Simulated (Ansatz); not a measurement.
By PBEsol, the system below comes out a metal.

The ballistic (Sharvin) conductance counts the channels at the Fermi level: G/A = (e²/h) × channels of both spins per area.

Here is the system:

```yaml
crystal:
  lattice:
    - [4.32631, 0.00000, 0.00000]
    - [0.00000, 4.75644, 0.00000]
    - [0.00000, 2.37822, 1.37306]
  atoms:
    - { symbol: Os, position: [0.75000, 0.66667, 0.00000] }
    - { symbol: Os, position: [0.25000, 0.33333, 0.00000] }
```

The cell is taken as given; by PBEsol it stands under a pressure of -6.9 GPa.

The current flows along the normal of the first two printed cell vectors, the (110) plane of the conventional cell. No spin-orbit coupling; the value is a mean over 0.1 eV about the Fermi level.

### Question
State the ballistic conductance per area according to PBEsol (Ansatz, a quantum-chemistry and plane-wave program).

### Answer
1.2 × 10¹⁵ S/m² for both spins.
